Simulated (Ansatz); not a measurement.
Structures of equal composition on the (111) surface of fcc Pd: one row in 3 of the top plane missing; (√3x√3)R30°, one Pd site of the top plane empty. The slabs share one bottom face, and each structure is named by its start. These are constructed structures in small cells; real faces may alloy, dewet or reconstruct in larger ones, and not all known structures of the face are among them. Slabs of about 11 Å with all that they carry, Fermi-Dirac smearing of 0.1 eV. Bottom of the slabs: a bare face, its two planes held. Relaxed from the named starts with such symmetry as they have, on meshes of like density; energies extrapolated to zero smearing; no spin-orbit coupling, no U. Spin-polarised runs, if any, are marked in brackets, and their order is one that fits the cell; the others ran without spin. The cells differ, so small differences also carry the error of unlike k-meshes.

Computed with PBE (plane waves to 420 eV, PAW; Ansatz, a program for electronic structure).

### Question
Rank these by energy per 1x1 cell (lowest first), as PBE gives it.

### Answer
one row in 3 of the top plane missing (0.00 eV), (√3x√3)R30°, one Pd site of the top plane empty (0.08 eV)
